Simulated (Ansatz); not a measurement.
Consider the following.

```
La2O3
1.0
    3.92981     0.00000     0.00000
   -1.96490     3.40331     0.00000
    0.00000     0.00000     6.09640
La O
2 3
Direct
  0.33333   0.66667   0.24556
  0.66667   0.33333   0.75444
  0.00000   0.00000   0.00000
  0.33333   0.66667   0.64646
  0.66667   0.33333   0.35354
```

No spin polarisation.

Method: r2SCAN (Ansatz, a program for electronic structure, PAW, no SOC). k-mesh 10×10×6 (Γ-centred); smearing 0.05 eV (Fermi–Dirac).

Q: Predict the band gap, smallest direct gap, width of the top valence band and electron mass.

A: 
- Band gap: 4.23 eV
- Smallest direct gap: 4.35 eV
- Width of the top valence band: 0.39 eV
- Electron mass: 1.3 mₑ (at K)

Load acts through the strain it causes; cell and atoms are relaxed under it. Effective masses come from finite differences of ±0.01 Å⁻¹. Stability against distortions was not tested. The cell was made from La2O3 (space group P-3m1, No. 164) by this change: pressure 0.9 GPa.
